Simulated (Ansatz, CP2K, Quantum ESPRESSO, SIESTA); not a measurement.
## Code comparison for Ta₂O₅ (I4/mmm, 7 atoms in the cell)

Self-consistent single point, at a second geometry (lattice scaled by 0.98). First geometry:

```xyz
7
Lattice="-2.6517 2.6517 4.7935 2.6517 -2.6517 4.7935 2.6517 2.6517 -4.7935" Properties=species:S:1:pos:R:3 pbc="T T T"
Ta     0.0000     0.0000     1.8991
Ta     0.0000     0.0000     7.6880
O      0.0000     0.0000     0.0000
O     -1.3259     1.3259     2.3968
O      1.3259     1.3259    -2.3968
O      1.3259    -1.3259     2.3968
O      1.3259     1.3259     2.3968
```

Shared settings, as Ansatz (a program for electronic structure) writes them: kpoints.mp_grid.grid = 6 6 6; scf.occupations.method = fixed. Potentials and cutoffs stand in the table.

| code | model | ΔF from the first geometry (meV/atom) | pressure (GPa) | largest force (eV/Å) | gap on the mesh (eV) | cutoff |
|---|---|---|---|---|---|---|
| Ansatz | LDA (PW92), PAW files made with PBE | -17.7 | 2.33 | 0.200 | 1.666 | 420 eV |
| SIESTA | LDA PW92, numerical atomic orbitals DZP, PseudoDojo LDA standard norm-conserving potentials (rewritten from UPF to PSML) | -17.6 | 2.90 | 0.279 | 1.367 | grid 350 Ry |
| Quantum ESPRESSO | LDA (PW92), PseudoDojo standard norm-conserving (LDA) pseudopotentials | -30.5 | 0.68 | 0.204 | 1.671 | 85 Ry |
| CP2K | LDA (Pade form), GPW, DZVP-MOLOPT-SR-GTH basis, GTH-PADE potentials (GTH_POTENTIALS) | -87.8 | -7.89 | 0.090 | 1.886 | grid 500 Ry |

Gaps are read on the mesh.

On Ansatz's run: spin-orbit coupling is off.

The spread over the programs that give each value: ΔF from the first geometry within 70.2 meV/atom; pressure within 10.79 GPa; largest force within 0.189 eV/Å; gap on the mesh within 0.519 eV.

SIESTA and CP2K use small atom-centred bases, whose incompleteness enters pressures, forces and empty levels differently from a plane-wave cutoff. Ansatz's pressure is given at a fixed set of plane waves, as the other plane-wave codes print theirs; with its correction for the finite basis it is 2.72 GPa (the shift of 0.39 GPa shows how far the cutoff is from converged). In the pressure, SIESTA (by 1.39) and CP2K (by 9.40) lie more than 1 GPa from the median of the plane-wave programs. In the gap, SIESTA (by 0.301) and CP2K (by 0.218) lie more than 0.12 eV from the median of the plane-wave programs.

The starting cell comes from a database of computed structures (which also holds hypothetical and non-ambient phases and stackings), without a prior relaxation at this level. For this run, on top of that: lattice scaled by 0.98.

Keys are those of Ansatz 0.2.
